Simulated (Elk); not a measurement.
# How a calculation on CdS (P6_3mc, 4 atoms in the cell) responds to its settings

```
CELL_PARAMETERS angstrom
      4.13700     0.00000     0.00000
     -2.06850     3.58275     0.00000
      0.00000     0.00000     6.71440
ATOMIC_POSITIONS crystal
  Cd 0.66667 0.33333 0.00000
  Cd 0.33333 0.66667 0.50000
  S  0.66667 0.33333 0.37500
  S  0.33333 0.66667 0.87500
```

Base run A: revPBE, all-electron FP-LAPW, Elk's shipped species files, APW+lo basis with extra local orbitals (Elk), self-consistent single point.

Its settings: xctype = 21; rgkmax = 7.5; swidth = 0.00367493 Ha; ngridk = 4 4 2; gmaxvr = 16 1/bohr; nxlo = 2; lorbcnd = true; lmaxi = 3; maxscl = 100.

The starting cell comes from a database of published, mostly measured structures (it also holds non-ambient and calculated ones), without a prior relaxation at this level. Values depend on the basis (sphere radii, cutoffs, local orbitals), which need not be converged.

ΔF is the free energy per atom less that of run A. 

Run A gave: gap on the mesh (eV) 1.275; k-points 8; basis size 669.

Runs:
- B: vkloff, ngridk = 0.5 0.5 0.5, 4 4 2
- C: vkloff, ngridk = default, 4 4 3
- D: vkloff, ngridk = default, 5 5 3
- E: vkloff, ngridk = 0 0 0.5, 4 4 2

### Question
What does run B change against A?

### Answer
The free energy goes down by 11.0 meV/atom and the gap on the mesh goes from 1.275 to 2.876 eV.

### Question
What does run D change against A?

### Answer
The free energy goes down by 6.3 meV/atom and the gap on the mesh hardly changes (1.275 to 1.278 eV).

```csv
run,ΔF (meV/atom),gap on the mesh (eV),k-points,basis size
A,0.00,1.275,8,669
B,-11.0,2.876,12,669
C,-0.30,1.274,12,672
D,-6.3,1.278,15,669
E,-1.64,2.270,8,668
```
